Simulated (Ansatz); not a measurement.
Ansatz (a first-principles code) run on ZrPbO3 (Pm-3m, 5 atoms in the cell): self-consistent single point.

Computed with PBEsol, default PAW files made with PBE (plane waves; Ansatz).

```yaml
crystal:
  lattice:
    - [4.15043, 0.00000, 0.00000]
    - [0.00000, 4.15043, 0.00000]
    - [0.00000, 0.00000, 4.15043]
  atoms:
    - { symbol: Zr, position: [0.00000, 0.00000, 0.00000] }
    - { symbol: Pb, position: [0.50000, 0.50000, 0.50000] }
    - { symbol: O, position: [0.50000, 0.00000, 0.00000] }
    - { symbol: O, position: [0.00000, 0.50000, 0.00000] }
    - { symbol: O, position: [0.00000, 0.00000, 0.50000] }
```

Reference input (self-consistent single point, DFT, HSE06, plane waves, default PAW files made with PBE): basis.ecutwfc = 420 eV; kpoints.mp_grid.grid = 4 4 4; hamiltonian.xc = hse06; hamiltonian.pseudopotentials = {kind: paw} (the program's default PAW files); scf.occupations.method = fixed. This run's input differs from it in these lines:

Ansatz 0.2 input:
```diff
@@ -17,3 +17,3 @@
 hamiltonian:
-  xc: hse06
+  xc: pbesol
   pseudopotentials: { kind: paw }
```

The program printed (abridged):

```
SCF iter   1: F=—  HF=-17570.836482 eV  |F-HF|=—  |Δ(HF+E_count)|=         —  Δρ=1.67e-2  dr2=1.77e-1  ethr=1.77e-3  ⟨swp⟩=5.0  Hψ=1108  notcnv=0  defer=22
all-band conjugate gradients solve this SCF's bands
preconditioner: auto → Resta (q_TF=auto, 2.516 Å⁻¹)
SCF iter   2: F=—  HF=-17570.798496 eV  |F-HF|=—  |Δ(HF+E_count)|=   3.80e-2  Δρ=5.10e-3  dr2=1.18e-2  ethr=4.02e-4  ⟨swp⟩=2.5  Hψ=487  notcnv=0  defer=24
SCF iter   3: F=—  HF=-17570.795718 eV  |F-HF|=—  |Δ(HF+E_count)|=   2.78e-3  Δρ=1.19e-3  dr2=6.19e-4  ethr=2.67e-5  ⟨swp⟩=2.2  Hψ=428  notcnv=0  defer=27
SCF iter   4: F=—  HF=-17570.795710 eV  |F-HF|=—  |Δ(HF+E_count)|=   7.56e-6  Δρ=1.72e-4  dr2=1.90e-5  ethr=1.41e-6  ⟨swp⟩=2.0  Hψ=500  notcnv=0  defer=26
SCF iter   5: F=—  HF=-17570.795728 eV  |F-HF|=—  |Δ(HF+E_count)|=   1.74e-5  Δρ=2.32e-5  dr2=3.13e-7  ethr=4.32e-8  ⟨swp⟩=2.7  Hψ=502  notcnv=0  defer=12
SCF iter   6: F=-17570.795728 eV  HF=-17570.795728 eV  |F-HF|=5.88e-9  |Δ(HF+E_count)|=   7.56e-8  Δρ=6.63e-6  dr2=2.26e-8  ethr=2.27e-10  ⟨swp⟩=10.0  Hψ=1361  notcnv=0
SCF 1 converged in 6 iterations: F = -17570.795728 eV  dr2 = 2.26e-8
Free energy (F): -17570.795728 eV
Internal energy: -17570.795728 eV  (E = F + TS)
E sigma→0 (E₀):  -17570.795728 eV
Fermi energy:    9.525077 eV
--- Forces (eV/Å), atoms counted from 1 ---
  atom   1  Zr    -0.00000000     0.00000000     0.00000000
   [... zero for the other atoms too ...]
--- Stress (GPa, compression-positive) ---
       -1.051364       0.000000       0.000000
       -0.000000      -1.051364       0.000000
        0.000000      -0.000000      -1.051364
  P = ⅓ Tr σ = -1.0514 GPa (-10.514 kbar)
  The stress holds the Pulay correction. Without it, at fixed plane waves, as pw.x and ABINIT print it: P = -1.6320 GPa
```

The run converged in 6 iterations. Against the reference run the pressure goes from -0.13 to -1.05 GPa and the gap on the mesh goes from 3.483 to 2.311 eV.

The starting cell comes from a database of computed structures (which also holds hypothetical and non-ambient phases and stackings), without a prior relaxation at this level. Its lattice was rescaled by a random factor within 2.5 % of one. Spin-orbit coupling is off. Ansatz's pressure includes its estimate of the finite-basis (Pulay) stress. Without the estimate this run gives -1.63 GPa.
